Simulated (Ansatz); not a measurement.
Given:

```xyz
3
Lattice="3.5379 0.0000 0.0000 -1.7689 3.0639 0.0000 0.0000 0.0000 18.7926" Properties=species:S:1:pos:R:3 pbc="T T T"
Pt     0.0000     0.0000     9.3963
S      0.0000     2.0426    10.6360
S      1.7689     1.0213     8.1566
```

These are r2SCAN, rigid bands (plane waves, PAW, scalar-relativistic; Ansatz, a first-principles code) values and carry that method's errors. Condition of this run: functional r2SCAN. How the cell was made: cell and atoms relaxed with r2SCAN.

Task: What conductivity effective mass do dilute electrons have at 300 K?

Result: 0.42 mₑ.

Task: And the band gap?

Result: 2.05 eV at this level; semilocal functionals usually fall short of the measured gap.

Rigid bands, one relaxation time for all states, no polarons. Spin-orbit coupling is left out; where it splits the top of the valence band it changes the hole mass and lowers the gap by about a third of the splitting.

Model free-standing layer, not matched to a measured one here: monolayer PtS2.
